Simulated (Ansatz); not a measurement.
Consider Co in the hcp (Mg type) structure (space group P6_3/mmc, No. 194; ferromagnetic; relaxed with 0.1 eV smearing).

```xyz
2
Lattice="2.4563 0.0000 0.0000 -1.2281 2.1272 0.0000 0.0000 0.0000 3.9721" Properties=species:S:1:pos:R:3 pbc="T T T"
Co     0.0000     1.4181     2.9791
Co     1.2281     0.7091     0.9930
```

Cartesian axes are those of the cell as printed.

The values are results of PBEsol (Ansatz, an electronic-structure program, PAW, no spin-orbit coupling), not measurements.

Before the change:

Magnetic state: ferromagnetic

It is then changed as follows: uniaxial strain ε_yy = −4.00 %, all other strain components held at zero; the atoms relax in the strained cell.

What does the calculation give for the stress, energy relative to the base, largest internal atomic displacement and magnetic state after the change?

The stress (xx, yy, zz, yz, xz, xy; compression positive) is (9.2, 19.2, 5.6, 0.0, 0.0, 0.0) GPa; the energy goes up by 24 meV/atom; the largest internal atomic displacement is 0.021 Å; the magnetic state remains ferromagnetic.

The magnetic state is the one reached from the starting moments; the real material's order can differ, and small cells can't hold many antiferromagnetic ones. No phonon test of stability was made.
